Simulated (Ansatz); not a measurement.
The parent structure is Cu in the fcc (Cu type) structure (space group Fm-3m, No. 225; a = 3.577 Å; relaxed with 0.1 eV smearing). Axes: x, y, z lie along the cube axes.

Method: r2SCAN (Ansatz, a first-principles code, PAW, no SOC).

Strains are applied to the cell and any free atomic positions relax; under biaxial strain the out-of-plane vector relaxes too; under stress the whole cell relaxes.

One change was made to it. Results:

```tsv
quantity	base	after
energy relative to the base (free energy F)	0 meV/atom	+2.2 meV/atom
volume per atom	11.44 Å³	11.40 Å³
```

What was done to the base?
A. biaxial strain −0.50 %, plane normal [001], relaxed out of plane
B. biaxial strain +4.40 %, plane normal [110], relaxed out of plane
C. uniaxial stress, 2 GPa compression along z

C, uniaxial stress, 2 GPa compression along z. For comparison, the energy relative to the base in the other runs: biaxial strain −0.50 %, plane normal [001], relaxed out of plane gives +0.3 meV/atom; biaxial strain +4.40 %, plane normal [110], relaxed out of plane gives +36 meV/atom.

A biaxial case was relaxed in a doubled cell and then solved in the primitive one. Stability under load was not tested beyond the relaxation. All final runs are without spin polarisation.
